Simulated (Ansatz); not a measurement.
C axis length of LiSiN (model structure, started from the NaSnP type, P6₃mc, No. 186, 6 atoms in the cell) at several levels of theory

No measured value is used here.

```tsv
level (code)	value (Å)
PBE (Ansatz)	…
PBEsol (Ansatz)	9.228
r²SCAN (Ansatz)	9.256
```

Q: What belongs in the gaps?

A: 
- PBE (Ansatz, a quantum-chemistry and plane-wave program), value (Å): 9.296

Cutoffs differ between the levels. Ansatz's density-functional and Hartree–Fock values are scalar-relativistic unless marked +SOC, with PAW data made under PBE.

A model structure was made by putting elements into a prototype or built by hand; it is no filed structure, need not be a known phase, and can be a saddle point held by its symmetry.
